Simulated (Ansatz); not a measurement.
Start from BeTe in the zinc blende structure (space group F-43m, No. 216; a = 5.6046 Å). Axes: x, y, z lie along the cube axes.

Levels (all Ansatz, an electronic-structure program, PAW, earlier PAW set): PBEsol (420 eV, without spin-orbit coupling); HSE06+SOC (420 eV, spin-orbit coupling included).

Its gap is 1.84 eV with PBEsol and 2.31 eV with HSE06+SOC.

One thing is altered: uniaxial stress, 2 GPa tension along z, with the cell and atoms free to relax against it.

With PBEsol the gap becomes 1.73 eV.

Question: If the HSE06+SOC correction stayed the same, what would the HSE06+SOC gap be, and what does the HSE06+SOC run give?

Answer: A rigid correction of +0.47 eV gives 2.20 eV. The HSE06+SOC run gives 2.20 eV, so the two effects roughly add.

Single points use the geometry relaxed with PBEsol. HSE06 was sampled on its mesh, a few special points and the semilocal edge points, so its gap is an upper bound. Differences between runs with and without spin-orbit coupling are approximate. Spin-orbit coupling, missing from the scalar runs, can matter with Te. Load acts through the strain it causes; cell and atoms are relaxed under it. Beyond what the load breaks, stability against distortions was not tested.
